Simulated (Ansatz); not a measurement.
Strongest site found for several adsorbates on bcc Ta (110).

Calculation: PBE (plane waves to 420 eV, PAW; Ansatz, a first-principles code).

Counted are starts at which the adsorbate stayed whole and on top. Thin slabs; no dispersion, zero-point or thermal terms; negative values mean binding.

```json
[
 {"adsorbate, area an adsorbate": "C, 31 Å²", "reference": "an atom of graphite", "bonded to": "5 Ta", "E_ads (eV)": "-0.67", "shortest bond to the host (Å)": "2.00"},
 {"adsorbate, area an adsorbate": "OH, 31 Å²", "reference": "H2O(g) − ½ H2(g)", "bonded to": "3 Ta", "E_ads (eV)": "…", "shortest bond to the host (Å)": "2.22"},
 {"adsorbate, area an adsorbate": "S, 8 Å²", "reference": "⅛ S8(g)", "bonded to": "4 Ta", "E_ads (eV)": "…", "shortest bond to the host (Å)": "2.45"},
 {"adsorbate, area an adsorbate": "O, 31 Å²", "reference": "½ O2(g)", "bonded to": "3 Ta", "E_ads (eV)": "…", "shortest bond to the host (Å)": "2.05"},
 {"adsorbate, area an adsorbate": "F, 31 Å²", "reference": "½ F2(g)", "bonded to": "3 Ta", "E_ads (eV)": "-4.52", "shortest bond to the host (Å)": "2.26"},
 {"adsorbate, area an adsorbate": "N, 31 Å²", "reference": "½ N2(g)", "bonded to": "5 Ta", "E_ads (eV)": "-2.52", "shortest bond to the host (Å)": "1.98"},
 {"adsorbate, area an adsorbate": "O, 8 Å²", "reference": "½ O2(g)", "bonded to": "3 Ta", "E_ads (eV)": "-4.41", "shortest bond to the host (Å)": "2.06"},
 {"adsorbate, area an adsorbate": "H, 8 Å²", "reference": "½ H2(g)", "bonded to": "3 Ta", "E_ads (eV)": "-0.96", "shortest bond to the host (Å)": "1.97"},
 {"adsorbate, area an adsorbate": "H, 31 Å²", "reference": "½ H2(g)", "bonded to": "3 Ta", "E_ads (eV)": "…", "shortest bond to the host (Å)": "…"}
]
```

### Question
What belongs in the gaps?

### Answer

- OH, 31 Å², E_ads (eV): -1.80
- S, 8 Å², E_ads (eV): -2.00
- O, 31 Å², E_ads (eV): -4.86
- H, 31 Å², E_ads (eV): -0.97
- H, 31 Å², shortest bond to the host (Å): 2.03
